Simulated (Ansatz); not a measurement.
**Nb, response to strain**

Consider Nb in the bcc (W type) structure (space group Im-3m, No. 229; a = 3.304 Å; relaxed with 0.1 eV smearing). Axes: x, y, z lie along the cube axes.

Strains are applied to the cell and any free atomic positions relax; under biaxial strain the out-of-plane vector relaxes too.

Method: r2SCAN (Ansatz, an electronic-structure program, PAW, no spin-orbit coupling).

Notes on the quantities. energy relative to the base: free energy F.

| biaxial strain, plane normal [001], relaxed out of plane (%) | energy relative to the base (meV/atom) |
|---|---|
| 0 | 0.0 |
| 0.5 | 0.7 |
| 1 | 2.6 |
| 1.5 | ? |
| 2 | 9.6 |
| 2.5 | 14.6 |
| 3 | 20.4 |

Q: Fit ΔE = Aε² + Bε³ (ε in %) to the rows shown and predict the withheld row.

A: Least squares on the printed values gives A = 2.69 and B = -0.14 meV/atom (largest residual 0.1 meV/atom); this predicts 5.6 meV/atom, and the run gives 5.6 meV/atom, in agreement.

Whether these cells are dynamically stable was not tested. The final runs are not spin-polarised.
